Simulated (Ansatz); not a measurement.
Reference: CsH (Fm-3m), PBEsol, rigid bands (plane waves, PAW, scalar-relativistic; Ansatz, a first-principles code); axes and stresses refer to this cell.

```xyz
2
Lattice="0.0000 3.1271 3.1271 3.1271 0.0000 3.1271 3.1271 3.1271 0.0000" Properties=species:S:1:pos:R:3 pbc="T T T"
Cs     0.0000     0.0000     0.0000
H      3.1271     3.1271     3.1271
```

The electron conductivity mass is 0.46 mₑ. The hole conductivity mass is 0.69 mₑ and the band gap is 2.07 eV.

Task: Change: spin-orbit coupling switched on. What happens to electron conductivity mass, hole conductivity mass, band gap?

Result: electron conductivity mass moves little, to 0.46 mₑ; hole conductivity mass moves little, to 0.68 mₑ; band gap moves little, to 2.06 eV.

Masses are for dilute carriers at 300 K, harmonic means over directions unless an axis is named. Spin-orbit coupling is left out unless a row names it. 

Formula and space group known from diffraction (Crystallography Open Database), not checked to be the room-temperature form: CsH (Fm-3m).
